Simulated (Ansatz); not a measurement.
System: Tm5Si3 (P6₃/mcm, No. 193; cell taken from a computed entry). Method: r²SCAN+rVV10 (Ansatz, an electronic-structure program, plane waves, PAW).

Run with plane-wave cutoff 500 eV, 6×6×6 k mesh, Fermi–Dirac smearing 0.05 eV, spin-polarised start, scalar-relativistic PAW data made under PBE.

Computed at the level's own relaxed cell.

Predict the volume per atom, lattice constant a and c axis length.


volume per atom: 24.29 Å³/atom
lattice constant a: 8.363 Å
c axis length: 6.418 Å

Note: the magnetic order was assumed, not searched for or taken from measurement; the relaxation could not lower the start's symmetry, so the cell can be a saddle point above a distorted one; the 4f shell is treated without U or exact exchange, so its levels and filling can be wrong.

Spin–orbit coupling is not included.

Computed values are for the static lattice.

Cost on a shared machine: roughly 2.5 core-hours.
